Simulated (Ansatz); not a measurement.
# InSb, pressure series

Consider InSb in the zinc blende structure (space group F-43m, No. 216; a = 6.556 Å).

Cell and atoms are relaxed at each pressure.

All numbers come from r2SCAN, PAW, 500 eV (Ansatz, a program for electronic structure; no spin-orbit coupling).

```
case               band gap  shortest interatomic distance
-----------------  --------  -----------------------------
base                   zero                        2.839 Å
pressure −2 GPa        zero                        2.889 Å
pressure −1 GPa        zero                        2.862 Å
pressure 0.9 GPa    0.14 eV                        2.820 Å
pressure 2.1 GPa          …                              …
pressure 4.5 GPa    0.54 eV                        2.760 Å
pressure 9 GPa      0.93 eV                        2.704 Å
pressure 15 GPa     1.15 eV                        2.647 Å
pressure 22.5 GPa   1.01 eV                        2.593 Å
pressure 30 GPa     0.89 eV                        2.549 Å
```

Problem. Fill in the withheld entries from the trend.

Solution. 
- pressure 2.1 GPa, band gap: 0.29 eV
- pressure 2.1 GPa, shortest interatomic distance: 2.798 Å

With Sb present, leaving out spin-orbit coupling can change the band edges. Load acts through the strain it causes; cell and atoms are relaxed under it. Stability against distortions was not tested. Tetrahedral semiconductors of this kind turn to denser phases somewhere between about 1 and 50 GPa; those were not computed, so compressed cells here can lie past the real transition. All final runs are without spin polarisation. Gaps under 0.05 eV, about the width of the smearing, are given as zero. The zero or small gap of InSb can change with the level of theory.
